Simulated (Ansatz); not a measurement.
An Ansatz (a program for electronic structure) input (PBEsol (Ansatz), no spin-orbit coupling):

Ansatz 0.2 input:
```yaml
crystal:
  lattice:
    - [0, 2.5978593731, 2.5978593731]
    - [2.5978593731, 0, 2.5978593731]
    - [2.5978593731, 2.5978593731, 0]
  atoms:
    - { symbol: Ge, position: [0.75, 0.75, 0.75] }
    - { symbol: Be, position: [0, 0, 0] }
basis: { ecutwfc: 420, ecutrho_ratio: 4, xc_grid: 2, fft_grid_basis: typed }
kpoints: { mp_grid: { grid: [15, 15, 15] } }
hamiltonian:
  xc: pbesol
  dispersion: none
  pseudopotentials: { kind: paw }
scf: { occupations: { method: fermi_dirac, width: 0.05 }, convergence: { dr2_threshold: 0.0000000002 } }
output: { forces: true, stress: true }
checkpoint: { write: state.ck, write_every: 1000 }
```

Q: Which symmetry and how many k-points will the program report, and about how many plane waves at Γ?

A: Space group F-43m (ITA 216) with 24 operations, k-points 120 of 3375, and 701 plane waves at Γ.

No phonon test of stability was made. All final runs are without spin polarisation. The cell was made from BeSe by this change: Se → Ge; the result is a hypothetical phase, not in the database extracts checked.
